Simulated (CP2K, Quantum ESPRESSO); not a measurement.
A Quantum ESPRESSO input for a self-consistent single point of Os (P6_3/mmc, 2 atoms in the cell) (DFT, PBE, plane waves, SSSP 1.1.2 efficiency (PBE) pseudopotentials):

```fortran
&CONTROL
  calculation = 'scf',
  prefix = 'scf',
  outdir = './tmp/',
  pseudo_dir = './',
  tprnfor = .true.,
  tstress = .true.,
/
&SYSTEM
  ibrav = 4,
  A = 2.6753997891,
  C = 4.2336000000,
  nat = 2,
  ntyp = 1,
  ecutwfc = 40,
  ecutrho = 320,
  occupations = 'smearing',
  smearing = 'gaussian',
  degauss = 0.0099958,
/
&ELECTRONS
  conv_thr = 1.0e-11,
  mixing_beta = 0.3,
/
ATOMIC_SPECIES
Os   190.2300  Os_pbe_v1.2.uspp.F.UPF
ATOMIC_POSITIONS {crystal}
Os    0.3333333333    0.6666666667    0.2500000000
Os    0.6666666667    0.3333333333    0.7500000000
K_POINTS {automatic}
11 11 6  0 0 0
```

Question: Give the CP2K input for the same structure, mesh, smearing and functional.

Answer: One input that does it (others would too):

```
&GLOBAL
  PROJECT os
  RUN_TYPE ENERGY_FORCE
  PRINT_LEVEL LOW
&END GLOBAL
&FORCE_EVAL
  METHOD Quickstep
  STRESS_TENSOR ANALYTICAL
  &DFT
    BASIS_SET_FILE_NAME BASIS_MOLOPT
    POTENTIAL_FILE_NAME GTH_POTENTIALS
    &QS
      METHOD GPW
      EPS_DEFAULT 1E-10
    &END QS
    &MGRID
      CUTOFF 500
      REL_CUTOFF 50
      NGRIDS 5
    &END MGRID
    &SCF
      SCF_GUESS ATOMIC
      EPS_SCF 1E-6
      MAX_SCF 100
      ADDED_MOS 6
      &DIAGONALIZATION
        ALGORITHM STANDARD
      &END DIAGONALIZATION
      &MIXING
        METHOD BROYDEN_MIXING
        ALPHA 0.2
        NBUFFER 8
        BETA 1
      &END MIXING
      &SMEAR ON
        METHOD GAUSSIAN
        SIGMA [eV] 0.136
      &END SMEAR
    &END SCF
    &KPOINTS
      SCHEME MONKHORST-PACK 11 11 6
      GAMMA_CENTERED T
    &END KPOINTS
    &XC
      &XC_FUNCTIONAL PBE
      &END XC_FUNCTIONAL
    &END XC
    &PRINT
      &MO
        EIGENVALUES T
        OCCUPATION_NUMBERS T
        NDIGITS 8
        FILENAME mo
        &EACH
          QS_SCF 0
        &END EACH
        ADD_LAST NUMERIC
      &END MO
      &MULLIKEN OFF
      &END MULLIKEN
    &END PRINT
  &END DFT
  &SUBSYS
    &CELL
      ABC 2.67540000 2.67539968 4.23360000
      ALPHA_BETA_GAMMA 90.00000000 90.00000000 120.00000391
      PERIODIC XYZ
    &END CELL
    &COORD
      SCALED
      Os       0.33333333     0.66666667     0.25000000
      Os       0.66666667     0.33333333     0.75000000
    &END COORD
    &KIND Os
      BASIS_SET DZVP-MOLOPT-SR-GTH-q16
      POTENTIAL GTH-PBE-q16
    &END KIND
  &END SUBSYS
  &PRINT
    &FORCES ON
    &END FORCES
    &STRESS_TENSOR ON
    &END STRESS_TENSOR
  &END PRINT
&END FORCE_EVAL
```

Basis settings and potentials, where a program has them, do not carry over. This input uses DFT PBE, GPW, DZVP-MOLOPT-SR-GTH basis, GTH-PBE potentials (GTH_POTENTIALS). Both were run: pressure 40.77 GPa in Quantum ESPRESSO and 36.65 in CP2K.

On CP2K: the starting cell has typed, rounded lattice constants, without a prior relaxation at this level. For this run, on top of that: lattice scaled by 0.98. Spin polarisation is off. Values carry the incompleteness of an atom-centred basis. With a pressure of about 37 GPa the cell is away from its equilibrium volume at this level.

On Quantum ESPRESSO: the starting cell has typed, rounded lattice constants, without a prior relaxation at this level. For this run, on top of that: lattice scaled by 0.98. Spin polarisation is off. With a pressure of about 41 GPa the cell is away from its equilibrium volume at this level.
